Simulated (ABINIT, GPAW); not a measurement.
A GPAW input for a self-consistent single point of SrCuSeF (P4/nmm, 8 atoms in the cell) (DFT PBEsol, plane waves, GPAW PAW datasets PBEsol (made by gpaw-setup)):

```python
from ase import Atoms
from ase.units import GPa
from gpaw import GPAW, PW

atoms = Atoms(['Sr', 'Sr', 'Cu', 'Cu', 'Se', 'Se', 'F', 'F'],
              cell=[[4.132292, 0.000000, 0.000000],
                    [0.000000, 4.132292, 0.000000],
                    [0.000000, 0.000000, 8.984881]],
              scaled_positions=[[0.000000, 0.500000, 0.661850],
                                [0.500000, 0.000000, 0.338150],
                                [0.500000, 0.500000, 0.000000],
                                [0.000000, 0.000000, 0.000000],
                                [0.500000, 0.000000, 0.831170],
                                [0.000000, 0.500000, 0.168830],
                                [0.000000, 0.000000, 0.500000],
                                [0.500000, 0.500000, 0.500000]],
              pbc=True)

calc = GPAW(mode=PW(950),
            xc='PBEsol',
            kpts=(5, 5, 3),
            occupations={'name': 'fixed-uniform'},
            nbands=-4,
            convergence={'forces': 0.001, 'bands': -2},
            symmetry={'symmorphic': False, 'tolerance': 0.0005},
            maxiter=120)

atoms.calc = calc

energy = atoms.get_potential_energy()
print('Energy (eV):', round(energy, 6))
forces = atoms.get_forces()
print('Forces (eV/Ang):')
print(forces.round(5))
stress = atoms.get_stress()
print('Stress (GPa, Voigt):', (stress / GPa).round(4))
```

Q: Write the same calculation as an input for ABINIT.

A: One input that does it (others would too):

```
# SrCuSeF, JTH v2.0 PBE PAW
pp_dirpath "./"
pseudos "Sr.GGA_PBE-JTH.xml, Cu.GGA_PBE-JTH.xml, Se.GGA_PBE-JTH.xml, F.GGA_PBE-JTH.xml"
acell 3*1.0 Angstrom
rprim
         4.1322920000    0.0000000000    0.0000000000
         0.0000000000    4.1322920000    0.0000000000
         0.0000000000    0.0000000000    8.9848810000
natom 8
ntypat 4
znucl 38 29 34 9
typat 1 1 2 2 3 3 4 4
xcart
         0.0000000000    3.9044500735   11.2375275566
         3.9044500735    0.0000000000    5.7414367957
         3.9044500735    3.9044500735    0.0000000000
         0.0000000000    0.0000000000    0.0000000000
         3.9044500735    0.0000000000   14.1124058007
         0.0000000000    3.9044500735    2.8665585516
         0.0000000000    0.0000000000    8.4894821762
         3.9044500735    3.9044500735    8.4894821762
ecut 816 eV
pawecutdg 1633 eV
pawxcdev 0
ixc -116133
occopt 1
nband 46
kptopt 1
ngkpt 5 5 3
nshiftk 1
shiftk 0 0 0
nstep 100
tolvrs 1.0e-10
prtwf 0
prtden 0
enunit 2
```

Basis settings and potentials, where a program has them, do not carry over. This input uses DFT, PBEsol, plane waves, PAW (JTH v2.0 PBE PAW, files made for PBE).

The starting cell comes from a database of computed structures (which also holds hypothetical and non-ambient phases and stackings), without a prior relaxation at this level. Its lattice was rescaled by a random factor within 2.5 % of one.
